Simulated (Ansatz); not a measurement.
Results of PBE (PAW; Ansatz, a program for electronic structure) for L1₂ (Cu3Au-type) Al3Sc.

Run with plane-wave cutoff 520 eV, 16×16×16 k mesh, Fermi–Dirac smearing 0.074 eV (set by the program), scalar-relativistic PAW data made under PBE.

Computed at the level's own relaxed cell.

### Question
Predict the Voigt–Reuss–Hill bulk modulus, elastic constant C44, elastic constant C11, elastic constant C12 and Poisson ratio.

### Answer

* **Voigt–Reuss–Hill bulk modulus**: 86.6 GPa
* **elastic constant C44**: 70.5 GPa
* **elastic constant C11**: 180 GPa
* **elastic constant C12**: 39.9 GPa
* **Poisson ratio**: 0.180

Elastic constants are with the ions relaxed.

Static lattice: no zero-point or thermal effects.

The result took around 5 core-minutes (rough).
